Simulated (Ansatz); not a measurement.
Ansatz (an electronic-structure program) run on Ca3ZnSe4 (P-43m, 8 atoms in the cell): self-consistent single point.

Method of the run: LDA (PW92), PAW files made with PBE (plane waves; Ansatz).

The change in words: lattice scaled by 0.98. Reference geometry:
```
Ca3ZnSe4
1.0
    6.33205     0.00000     0.00000
    0.00000     6.33205     0.00000
    0.00000     0.00000     6.33205
Ca Zn Se
3 1 4
Direct
  0.00000   0.50000   0.50000
  0.50000   0.00000   0.50000
  0.50000   0.50000   0.00000
  0.00000   0.00000   0.00000
  0.76991   0.76991   0.23009
  0.76991   0.23009   0.76991
  0.23009   0.23009   0.23009
  0.23009   0.76991   0.76991
```

Reference input (self-consistent single point, DFT, LDA (PW92), plane waves, PAW files made with PBE): kpoints.mp_grid.grid = 3 3 3; hamiltonian.xc = lda; hamiltonian.pseudopotentials = {kind: paw} (the program's default PAW files); scf.occupations.method = fixed. This run's input differs from it in these lines:

```diff
@@ -2,5 +2,5 @@
   lattice:
-    - [6.332052, 0.000000, 0.000000]
-    - [0.000000, 6.332052, 0.000000]
-    - [0.000000, 0.000000, 6.332052]
+    - [6.205411, 0.000000, 0.000000]
+    - [0.000000, 6.205411, 0.000000]
+    - [0.000000, 0.000000, 6.205411]
   atoms:
```

Log, with long lists cut:

```
SCF iter   1: F=—  HF=-30114.385848 eV  |F-HF|=—  |Δ(HF+E_count)|=         —  Δρ=6.13e-2  dr2=2.02e1  ethr=3.10e-3  ⟨swp⟩=5.8  Hψ=950  notcnv=0  defer=30
all-band conjugate gradients solve this SCF's bands
preconditioner: auto → Resta (q_TF=auto, 2.383 Å⁻¹)
SCF iter   2: F=—  HF=-30109.352588 eV  |F-HF|=—  |Δ(HF+E_count)|=    5.03e0  Δρ=2.17e-2  dr2=2.11e0  ethr=3.10e-3  ⟨swp⟩=4.0  Hψ=496  notcnv=0  defer=29
   [... lines left out ...]
SCF iter   8: F=—  HF=-30108.533139 eV  |F-HF|=—  |Δ(HF+E_count)|=   1.58e-4  Δρ=7.21e-5  dr2=2.23e-5  ethr=2.84e-7  ⟨swp⟩=2.0  Hψ=320  notcnv=0  defer=32
SCF iter   9: F=—  HF=-30108.533072 eV  |F-HF|=—  |Δ(HF+E_count)|=   6.62e-5  Δρ=1.69e-5  dr2=1.68e-6  ethr=2.11e-8  ⟨swp⟩=2.0  Hψ=277  notcnv=0  defer=29
SCF iter  10: F=—  HF=-30108.533072 eV  |F-HF|=—  |Δ(HF+E_count)|=   1.81e-7  Δρ=8.07e-6  dr2=1.92e-7  ethr=1.58e-9  ⟨swp⟩=2.0  Hψ=297  notcnv=0  defer=29
SCF iter  11: F=-30108.533072 eV  HF=-30108.533073 eV  |F-HF|=6.46e-9  |Δ(HF+E_count)|=   2.91e-8  Δρ=2.22e-6  dr2=1.21e-8  ethr=9.43e-11  ⟨swp⟩=16.0  Hψ=1588  notcnv=0
SCF 1 converged in 11 iterations: F = -30108.533072 eV  dr2 = 1.21e-8
Free energy (F): -30108.533072 eV
Internal energy: -30108.533072 eV  (E = F + TS)
E sigma→0 (E₀):  -30108.533072 eV
Fermi energy:    3.975847 eV
--- Forces (eV/Å), atoms counted from 1 ---
  atom   1  Ca     0.00000000     0.00000000    -0.00000000
  atom   2  Ca    -0.00000000    -0.00000000     0.00000000
  atom   3  Ca    -0.00000000    -0.00000000    -0.00000000
  atom   4  Zn    -0.00000000    -0.00000000    -0.00000000
  atom   5  Se     0.09403258     0.09403258    -0.09403258
  atom   6  Se     0.09403258    -0.09403258     0.09403258
  atom   7  Se    -0.09403258    -0.09403258    -0.09403258
  atom   8  Se    -0.09403258     0.09403258     0.09403258
--- Stress (GPa, compression-positive) ---
       -0.035743      -0.000000      -0.000000
       -0.000000      -0.035743      -0.000000
        0.000000      -0.000000      -0.035743
  P = ⅓ Tr σ = -0.0357 GPa (-0.357 kbar)
  The stress holds the Pulay correction. Without it, at fixed plane waves, as pw.x and ABINIT print it: P = -0.0495 GPa
```

The run converged in 11 iterations. Against the reference run the free energy goes down by 14.8 meV/atom, the pressure goes from -2.38 to -0.04 GPa, the largest force goes from 0.142 to 0.163 eV/Å and the gap on the mesh goes from 1.883 to 1.979 eV.

The starting cell comes from a database of computed structures (which also holds hypothetical and non-ambient phases and stackings), without a prior relaxation at this level. Its lattice was rescaled by a random factor within 2.5 % of one. For this run, on top of that: lattice scaled by 0.98. Ansatz's pressure includes its estimate of the finite-basis (Pulay) stress.

Keys are those of Ansatz 0.2.
